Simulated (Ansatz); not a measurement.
Seebeck coefficient (μV/K, mean over directions) of n-type Zr₃N₄ (I-43d) against carrier density, PBEsol, rigid bands in Ansatz (a quantum-chemistry and plane-wave program). Computed gap 0.76 eV; densities at which minority carriers matter at this gap, or further valleys turn the trend, are left out. Conductivity mass 0.38 mₑ (harmonic mean over directions), N_c = 1.2e19 cm⁻³ at 300 K.

```csv
electron density,300 K,500 K
1e18 cm⁻³,-423,-491
3e18 cm⁻³,-330,-397
1e19 cm⁻³,[?],-296
3e19 cm⁻³,-149,-208
1e20 cm⁻³,-80,[?]
3e20 cm⁻³,-42,[?]
1e21 cm⁻³,-21,-37
```

Task: Complete the blanks.

Result: 
- 1e19 cm⁻³, 300 K: -231
- 1e20 cm⁻³, 500 K: -124
- 3e20 cm⁻³, 500 K: -69

Rigid bands with a gap fixed in temperature, one relaxation time for all states, no polarons or phonon drag, and whether or not such doping can be reached. Spin-orbit coupling is left out.

Computed structure with no diffraction record at hand here (it may be known, metastable or hypothetical): Zr3N4 (I-43d).
